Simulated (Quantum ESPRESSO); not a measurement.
Input and output of a self-consistent single point for Au (Fm-3m, 1 atom in the cell) (Quantum ESPRESSO).

Method of the run: PBE, GBRV 1.5 ultrasoft (PBE) pseudopotentials (plane waves; Quantum ESPRESSO).

```
CELL_PARAMETERS angstrom
     -2.07960     0.00000     2.07960
      0.00000     2.07960     2.07960
     -2.07960     2.07960     0.00000
ATOMIC_POSITIONS crystal
  Au 0.00000 0.00000 0.00000
```

Reference input (self-consistent single point, DFT, PBE, plane waves, GBRV 1.5 ultrasoft (PBE) pseudopotentials): ecutwfc = 40 Ry; ecutrho = 320 Ry; occupations = smearing; smearing = cold; degauss = 0.0073499 Ry; potentials = {Au: au_pbe_v1.uspp.F.UPF}; K_POINTS = automatic 14 14 14 0 0 0; conv_thr = 1e-09 Ry; mixing_beta = 0.7. This run's input differs from it in these lines:

```diff
@@ -28,3 +28,3 @@
 K_POINTS {automatic}
-14 14 14  0 0 0
+9 9 9  0 0 0
```

The program printed (abridged):

```
     Self-consistent Calculation

     iteration #  1     ecut=    40.00 Ry     beta= 0.70

     Threshold (ethr) on eigenvalues was too large:
     Diagonalizing with lowered threshold

     WARNING: integrated charge=    11.00529080, expected=    11.00000000

     total energy              =    -114.95834296 Ry
     estimated scf accuracy    <       0.06162249 Ry

     iteration #  2     ecut=    40.00 Ry     beta= 0.70

     WARNING: integrated charge=    11.00310087, expected=    11.00000000

     total energy              =    -114.98367946 Ry
     estimated scf accuracy    <       0.03022583 Ry

     iteration #  3     ecut=    40.00 Ry     beta= 0.70

     WARNING: integrated charge=    11.00026154, expected=    11.00000000

     total energy              =    -114.98997880 Ry
     estimated scf accuracy    <       0.00009266 Ry

   [... 3 blocks of this kind left out ...]

     iteration #  7     ecut=    40.00 Ry     beta= 0.70

     total energy              =    -114.99005638 Ry
     estimated scf accuracy    <          4.1E-09 Ry

     iteration #  8     ecut=    40.00 Ry     beta= 0.70
     End of self-consistent calculation

     the Fermi energy is    14.6209 ev

!    total energy              =    -114.99005638 Ry
     estimated scf accuracy    <          3.5E-11 Ry
     smearing contrib. (-TS)   =      -0.00001856 Ry
     internal energy E=F+TS    =    -114.99003783 Ry

     convergence has been achieved in   8 iterations

     Forces acting on atoms (cartesian axes, Ry/au):

     atom    1 type  1   force =     0.00000000    0.00000000    0.00000000

     Total force =     0.000000     Total SCF correction =     0.000000

          total   stress  (Ry/bohr**3)                   (kbar)     P=       -6.49
  -0.00004412   0.00000000   0.00000000           -6.49        0.00        0.00
   0.00000000  -0.00004412  -0.00000000            0.00       -6.49       -0.00
   0.00000000  -0.00000000  -0.00004412            0.00       -0.00       -6.49

   JOB DONE.
```

The run converged in 8 iterations. Against the reference run the free energy falls by 27.2 meV/atom and the pressure hardly changes (-0.57 to -0.65 GPa). The full log also holds: “WARNING: integrated charge=    11.00529080, expected=    11.00000000”. The full log also holds: “WARNING: integrated charge=    11.00310087, expected=    11.00000000”.

The starting cell comes from a database of computed structures (which also holds hypothetical and non-ambient phases and stackings), without a prior relaxation at this level. Its lattice was rescaled by a random factor within 2.5 % of one.
